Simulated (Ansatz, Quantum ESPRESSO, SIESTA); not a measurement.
# One structure in several programs: LaGe₂Pd₂ (I4/mmm, 5 atoms in the cell)

Self-consistent single point.

```
La(GePd)2
1.0
   -2.19478     2.19478     5.05204
    2.19478    -2.19478     5.05204
    2.19478     2.19478    -5.05204
La Ge Pd
1 2 2
Direct
  0.00000   0.00000   0.00000
  0.62413   0.62413   0.00000
  0.37587   0.37587   0.00000
  0.25000   0.75000   0.50000
  0.75000   0.25000   0.50000
```

All programs got the same cell, k-point mesh and kind of occupations (in Ansatz's words: kpoints.mp_grid.grid = 7 7 7; scf.occupations.method = fermi_dirac; scf.occupations.width = 0.1 eV); potentials, basis and cutoffs are each program's usual ones.

```tsv
code	model	pressure (GPa)	largest force (eV/Å)	k-points	cutoff
Quantum ESPRESSO	PBEsol, GBRV 1.5 ultrasoft (PBESOL) pseudopotentials	-3.01	0.156	40	50 Ry
SIESTA	GGA PBEsol, numerical atomic orbitals DZP, PseudoDojo PBEsol standard norm-conserving potentials (rewritten from UPF to PSML)	-1.86	0.283	172	grid 400 Ry
Ansatz	PBEsol, PAW files made with PBE	-3.04	0.176	40	default
```

The spread over the programs that give each value: pressure within 1.18 GPa; largest force within 0.127 eV/Å.

The starting cell comes from a database of computed structures (which also holds hypothetical and non-ambient phases and stackings), without a prior relaxation at this level. On Ansatz's run: Spin polarisation is off. In the base run, with a pressure of about -3 GPa the cell is away from its equilibrium volume at this level.

**Question.** Why do the programs differ, and what cannot be compared?

**Answer.** Differences of this kind can come from the potentials, where these differ, and from what each basis and cutoff leave unconverged. The valence holds different numbers of electrons (Quantum ESPRESSO 71, SIESTA 75, Ansatz (an electronic-structure program) 75). The zero of total energies and Fermi levels follows the potentials and each program's conventions, so they are not compared here. SIESTA uses small atom-centred bases, whose incompleteness enters pressures, forces and empty levels differently from a plane-wave cutoff. Ansatz's pressure is given at a fixed set of plane waves, as the other plane-wave codes print theirs; with its correction for the finite basis it is -3.01 GPa. The programs reduce the same mesh by symmetry to different extents, which changes the work and not the result. In the pressure, SIESTA (by 1.17) lies more than 1 GPa from the median of the plane-wave programs.

Left out of this page: ABINIT (stopped by limits of time or memory); FLEUR (with a known weakness of the program).

Keys are those of Ansatz 0.2.
